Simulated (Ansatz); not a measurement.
MoSi2: uniaxial strain ε_yy = +0.90 %

The reference is MoSi2 (space group I4/mmm, No. 139; a = 3.190 Å, c = 7.823 Å; relaxed with 0.1 eV smearing). Axes: x, y, z lie along a, b, c of the conventional cell.

Now apply this change: uniaxial strain ε_yy = +0.90 %, all other strain components held at zero, atoms relaxed at fixed cell.

Computed with PBEsol (Ansatz, a program for electronic structure), without spin-orbit coupling, earlier PAW set. k-mesh 25×25×25 (Γ-centred); smearing 0.1 eV (Fermi–Dirac).

```tsv
quantity	base	changed	shift
volume per atom	13.27 Å³	13.39 Å³	+0.12 Å³
space group	I4/mmm (No. 139)	Immm (No. 71)	–
shortest interatomic distance	2.581 Å	2.579 Å	-0.0013 Å
energy relative to the base (free energy F)	0 meV/atom	+1.4 meV/atom	+1.4 meV/atom
band gap	zero	zero	–
stress (xx, yy, zz, yz, xz, xy; compression positive)	–	(-1.1, -3.6, -0.8, 0.0, 0.0, 0.0) GPa	–
```

Final structure:

```xyz
3
Lattice="-1.5951 1.6095 3.9113 1.5951 -1.6095 3.9113 1.5951 1.6095 -3.9113" Properties=species:S:1:pos:R:3 pbc="T T T"
Mo     0.0000     0.0000     0.0000
Si     0.0000     0.0000     2.6215
Si     0.0000     0.0000     5.2010
```

Cost of the whole job for the changed cell (relaxation, final SCF and bands): roughly 2.9 core-minutes.

No phonon test of stability was made. The final runs are not spin-polarised.
